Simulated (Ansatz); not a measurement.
Results of r²SCAN in Ansatz (PAW) for AlB2-type HfB2.

Numerical settings: plane-wave cutoff 560 eV, 24×24×16 k mesh (along the axes of the cell as run), Fermi–Dirac smearing 0.05 eV, scalar-relativistic PAW data made under PBE.

Energies at three volumes about the minimum:

```
V (Å³/atom)  E − E_lowest (meV/atom)
-----------  -----------------------
9.683                           3.25
9.881                           0.00
10.078                          3.05
```

### Question
Fit a parabola by hand: where is the minimum, and what is the bulk modulus?

### Answer
Slopes: (0.00 − 3.25)/(9.881 − 9.683) = -16.414 and (3.05 − 0.00)/(10.078 − 9.881) = 15.482 meV/Å³. Curvature E″ = 2 × (15.482 − (-16.414))/(10.078 − 9.683) = 161.499 meV/Å⁶. From the middle of the first interval, the slope vanishes at V0 = 9.7820 − (-16.414)/161.499 = 9.884 Å³/atom. B = V0 E″ = 9.884 × 161.499 meV/Å³ × 0.1602 GPa per meV/Å³ = 256 GPa. The full Birch–Murnaghan fit to all volumes gives V0 = 9.881 Å³/atom and B0 = 255 GPa.

Shape and atoms are relaxed at each volume.

Measured, for comparison: bulk modulus 282 GPa (room temperature, no zero-point or thermal correction, hydrostatic curve from radial diffraction; as tabulated in Experimental and computational studies of compression and deformation behavior …); equilibrium volume per atom 9.91 Å³/atom (room temperature, no zero-point or thermal correction; as tabulated in Burrage et al. (2022), doi:10.3390/ma15082762). Computed less measured: bulk modulus -10 %, equilibrium volume per atom -0.3 %. A static lattice is as a rule a little smaller and stiffer than an uncorrected measurement, which can account for part of this in the equilibrium volume per atom.

Ansatz is an electronic-structure program.
